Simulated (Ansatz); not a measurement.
# SrTiO3: response to strain

Consider SrTiO₃ in the cubic perovskite structure (space group Pm-3m, No. 221).

```
CELL_PARAMETERS angstrom
      3.93642     0.00000     0.00000
      0.00000     3.93642     0.00000
      0.00000     0.00000     3.93642
ATOMIC_POSITIONS crystal
  Sr 0.00000 0.00000 0.00000
  Ti 0.50000 0.50000 0.50000
  O  0.50000 0.00000 0.50000
  O  0.00000 0.50000 0.50000
  O  0.50000 0.50000 0.00000
```

Strains are applied to the cell and any free atomic positions relax.

All numbers come from PBE/PAW in Ansatz (an electronic-structure program), spin-orbit coupling left out.

Candidates:
(a) isotropic strain +3.00 %
(b) isotropic strain +1.80 %
(c) isotropic strain +2.40 %
(d) isotropic strain +0.60 %
(e) isotropic strain +1.20 %

Base values:

Band gap: 1.84 eV

Problem. Order them by band gap, lowest first.

Solution. (a) isotropic strain +3.00 % (1.66 eV), (c) isotropic strain +2.40 % (1.70 eV), (b) isotropic strain +1.80 % (1.74 eV), (e) isotropic strain +1.20 % (1.77 eV), (d) isotropic strain +0.60 % (1.81 eV)

No phonon test of stability was made. The final runs are not spin-polarised. Many cubic perovskites are stable only at high temperature; tilts and polar distortions were not tested.
